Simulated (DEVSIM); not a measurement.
Structure: Al0.4Ga0.6As/GaAs p-n heterojunction, at 300 K.

| layer (left to right) | material | thickness (μm) | Nd (cm⁻³) | Na (cm⁻³) | τn (s) | τp (s) |
|---|---|---|---|---|---|---|
| 1 | Al0.4Ga0.6As | 0.250 | - | 1.4e16 | 1e-9 | 1e-9 |
| 2 | GaAs | 0.180 | 7.2e15 | - | 1e-9 | 1e-9 |

Left contact: ohmic. Right contact: ohmic. Voltage is applied to the left contact. Recombination: SRH at mid-gap. Mobility is μmin + (μ − μmin)/(1 + (N/Nref)^α).

Constants are typed, rounded textbook-type inputs, not results; the design itself was drawn at random and stands for no fabricated device. Values at 300 K.

```csv
parameter,Al0.4Ga0.6As,GaAs
gap (eV),1.9228,1.424
affinity (eV),3.754,4.07
permittivity,11.76,12.9
Nc (cm⁻³),7.93e17,4.7e17
Nv (cm⁻³),9e18,9e18
μn (cm²/Vs),3220,8500
μp (cm²/Vs),158,400
"μn,min",500,500
"μp,min",20,20
"Nref,n",6e16,6e16
"Nref,p",1.5e17,1.5e17
αn,0.39,0.39
αp,0.38,0.38
```

Model (solved in DEVSIM): 1D drift-diffusion, Boltzmann statistics, complete ionisation; no tunnelling, impact ionisation, image-force lowering or self-heating. Band offsets follow the typed affinities; no thermionic-emission limit at abrupt steps, no polarisation charge.

The doping Na of layer 1 was swept, all else fixed.

```tsv
doping Na of layer 1 (cm^-3)	dark forward voltage at 100 A/cm² (V)	largest field in the device at zero bias (V/cm)	dark forward voltage at 1 A/cm² (V)	potential step across the device at zero bias (V)
4.2e14	1.532	34000	1.121	1.241
1.4e15	1.353	36000	1.085	1.272
4.2e15	?	?	?	1.300
1.4e16	1.165	52000	0.932	1.332
4.2e16	1.097	69000	0.922	1.360
1.4e17	1.072	86000	0.919	1.391
4.2e17	1.064	130000	0.917	1.420
```

Problem. What belongs in the gaps?

Solution. 
- 4.2e15, dark forward voltage at 100 A/cm² (V): 1.267
- 4.2e15, largest field in the device at zero bias (V/cm): 40000
- 4.2e15, dark forward voltage at 1 A/cm² (V): 1.014
